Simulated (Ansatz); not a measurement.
Amorphous Sb24O36, 60 atoms at 5.55 g/cm³, one PBE-relaxed geometry, zone centre. Methods: PBE-D3(BJ), scalar-relativistic without spin-orbit coupling (Ansatz, an electronic-structure program); r2SCAN, scalar-relativistic without spin-orbit coupling (Ansatz); HSE06-D3(BJ), scalar-relativistic without spin-orbit coupling (Ansatz). Plane waves to 420 eV (r2SCAN 500 eV); exact exchange is cut at the cell's faces. All rungs ran without spin polarisation.

Preparation: random packing, a CHGNet melt and quench, and a DFT relaxation. O atoms were pushed apart under 1.9 Å during the dynamics, to hinder bonds among them. The hot cell started wider than the set density and was brought back towards it in steps. It is the lowest in DFT energy of 8 quenches. It is a model cell: composition and starting density were chosen by hand, and all elements were melted together. The geometry includes D3(BJ) dispersion. A short ab initio anneal came between quench and relaxation. Its density started from a set value of 5.63 and ended at 5.55 g/cm³. The quench (nominally 55 K/ps over its main leg) was far faster than any real one, so the model tends to hold more defects than a real film. A cell of this size samples the disorder only roughly. Volume and shape were free in the relaxation. On a 2×2×2 Γ-centred mesh force components of up to 0.14 eV/Å stay, since the relaxation ran on the zone centre alone.

The relaxation ran on the zone centre alone. At PBE the gap is 1.94 eV on a 2×2×2 Γ-centred mesh, and the spacing at the zone centre alone 2.14 eV.

Q: What zone-centre spacing does r2SCAN give, roughly?

A: 2.39 eV (+0.25 eV against PBE).

Q: What zone-centre spacing does HSE06 give, roughly?

A: 3.03 eV (+0.88 eV against PBE).

The highest filled and the lowest empty state spread over these numbers of atoms (participation numbers): PBE: 14.8 and 23.6; r2SCAN: 13.9 and 22.7; HSE06: 14.4 and 22.9.
